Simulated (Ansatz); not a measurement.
Base system: TiO₂ in the rutile structure (space group P4_2/mnm, No. 136; a = 4.591 Å, c = 2.939 Å).

Now apply this change: every Ti is replaced by Ga, then cell and atoms are relaxed.

Levels (all Ansatz, a first-principles code, PAW): PBEsol (420 eV, no spin-orbit coupling); r2SCAN (500 eV, spin-orbit coupling left out).

The geometry is relaxed with PBEsol.

| Item | Value |
|---|---|
| PBEsol largest site moment | 0.45 μB |
| PBEsol pressure | 0.0 GPa |
| PBEsol magnetic state | ferromagnetic |

With r2SCAN at the same geometry, the largest site moment hardly moves (0.45 μB against 0.46 μB); the pressure goes from zero to 0.2 GPa; the magnetic state remains ferromagnetic.

Other magnetic orders, which the real material may have, were not ruled out. Single points use the geometry relaxed with PBEsol. Their cutoffs differ, which shifts pressures a little. Whether these cells are dynamically stable was not tested. As relaxed here, GaO2 is a hypothetical phase, not in the database extracts checked. Spin-polarised in the final run: PBEsol GaO2 and r2SCAN GaO2; the other runs are not.
